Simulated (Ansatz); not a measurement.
WC: uniaxial strain ε_xx = +3.00 %

Consider WC (space group P-6m2, No. 187; a = 2.913 Å, c = 2.835 Å; relaxed with 0.1 eV smearing). Axes: x lies along a and z along c of the hexagonal cell.

Now apply this change: the cell is stretched by 3.00 % along x with no lateral relaxation; the atoms relax in the strained cell.

Level of theory: r2SCAN/PAW in Ansatz (a program for electronic structure), no spin-orbit coupling. Γ-centred 23×23×20 mesh, Fermi–Dirac width 0.1 eV.

```tsv
quantity	base	changed	shift
volume per atom	10.42 Å³	10.73 Å³	+0.31 Å³
space group	P-6m2 (No. 187)	Amm2 (No. 38)	–
shortest interatomic distance	2.199 Å	2.205 Å	+0.006 Å
energy relative to the base (free energy F)	0 meV/atom	+20 meV/atom	+20 meV/atom
band gap	zero	zero	–
stress (xx, yy, zz, yz, xz, xy; compression positive)	–	(-19.9, -6.7, -4.8, 0.0, 0.0, 0.0) GPa	–
```

No phonon test of stability was made. All final runs are without spin polarisation.
